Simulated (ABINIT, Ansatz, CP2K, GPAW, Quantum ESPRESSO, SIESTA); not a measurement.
**CuI2 (P4/mmm, 3 atoms in the cell) computed with different codes at matched settings**

Self-consistent single point, at a second geometry (lattice scaled by 0.98). First geometry:

```
CuI2
1.0
    5.07453     0.00000     0.00000
    0.00000     5.07453     0.00000
    0.00000     0.00000     4.43420
Cu I
1 2
Cartesian
  0.00000   0.00000   0.00000
  0.00000   2.53727   0.00000
  2.53727   0.00000   0.00000
```

Shared settings, as Ansatz (a quantum-chemistry and plane-wave program) writes them: kpoints.mp_grid.grid = 7 7 8; scf.occupations.method = gaussian; scf.occupations.width = 0.02 Ry. Potentials and cutoffs stand in the table.

```csv
code,model,ΔF from the first geometry (meV/atom),pressure (GPa),cutoff
CP2K,"PBEsol, GPW, DZVP-MOLOPT-SR-GTH basis, GTH-PBE potentials (GTH_POTENTIALS)",53.2,5.26,grid 600 Ry
ABINIT,"PBEsol, PAW (JTH v2.0 PBE PAW, files made for PBE)",38.6,4.02,30 Ha
SIESTA,"GGA PBEsol, numerical atomic orbitals DZP, PseudoDojo PBEsol standard norm-conserving potentials (rewritten from UPF to PSML)",20.8,2.90,grid 400 Ry
GPAW,"PBEsol, GPAW PAW datasets PBEsol (made by gpaw-setup)",40.2,4.15,850 eV
Ansatz,"PBEsol, PAW files made with PBE",32.7,3.58,30.9 Ry
Quantum ESPRESSO,"PBEsol, PSlibrary PAW (PBE) pseudopotentials",35.5,3.67,50 Ry
```

On Ansatz's run: spin-orbit coupling is off. Spin polarisation is off; with an odd number of electrons in the cell that forces a metal, and a magnetic state may lie lower.

The spread over the programs that give each value: ΔF from the first geometry within 32.4 meV/atom; pressure within 2.36 GPa.

CP2K and SIESTA use small atom-centred bases, whose incompleteness enters pressures, forces and empty levels differently from a plane-wave cutoff. Ansatz's pressure is given at a fixed set of plane waves, as the other plane-wave codes print theirs; with its correction for the finite basis it is 3.62 GPa. In the pressure, CP2K (by 1.41) lies more than 1 GPa from the median of the plane-wave programs.

The starting cell comes from a database of computed structures (which also holds hypothetical and non-ambient phases and stackings), without a prior relaxation at this level. Its lattice was rescaled by a random factor within 2.5 % of one. For this run, on top of that: lattice scaled by 0.98.

Left out of this page: Elk and FLEUR (not drawn, or without a comparable value).

Keys are those of Ansatz 0.2.
